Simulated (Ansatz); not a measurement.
What pressure 10 GPa does to NaI

Consider NaI in the rock salt structure (space group Fm-3m, No. 225; a = 6.5281 Å).

One thing is altered: a hydrostatic pressure of 10 GPa.

Level of theory: PBE (Ansatz, an electronic-structure program), without spin-orbit coupling. Γ-centred 9×9×9 mesh, Fermi–Dirac width 0.05 eV.

| quantity | base | changed | shift |
|---|---|---|---|
| volume per atom | 34.78 Å³ | 25.39 Å³ | -9.381 Å³ |
| lattice parameter a | 6.528 Å | 5.879 Å | -0.6495 Å |
| shortest interatomic distance | 3.264 Å | 2.939 Å | -0.325 Å |
| enthalpy H = E + PV relative to the base's energy | – | +1.80 eV/atom | – |
| band gap | 3.58 eV | 4.65 eV | +1.077 eV |
| gap character | direct at Γ | direct at Γ | – |
| width of the top valence band | 0.89 eV | 1.56 eV | +0.676 eV |
| electron mass | 0.27 mₑ (at Γ) | 0.24 mₑ (at Γ) | – |
| hole mass (degenerate bands, along [100]) | 0.39, 1.7, 1.7 mₑ (at Γ) | 0.30, 1.1, 1.1 mₑ (at Γ) | – |
| valley order (the lowest conduction-band minima on the path, energy above the VBM, named in the base's zone) | Γ 3.58 eV; X along ⟨100⟩ 4.48 eV; L along ⟨111⟩ 5.09 eV | Γ 4.65 eV; X along ⟨100⟩ 4.66 eV; L along ⟨111⟩ 5.10 eV | – |

Final structure:

```yaml
crystal:
  lattice:
    - [0.00000, 2.93929, 2.93929]
    - [2.93929, 0.00000, 2.93929]
    - [2.93929, 2.93929, 0.00000]
  atoms:
    - { symbol: Na, position: [0.00000, 0.00000, 0.00000] }
    - { symbol: I, position: [0.50000, 0.50000, 0.50000] }
```

With I present, leaving out spin-orbit coupling can change the band edges. Load acts through the strain it causes; cell and atoms are relaxed under it. Masses are band curvatures over ±0.01 Å⁻¹ around the edge. Whether these cells are dynamically stable was not tested. No other phases were tried under pressure.
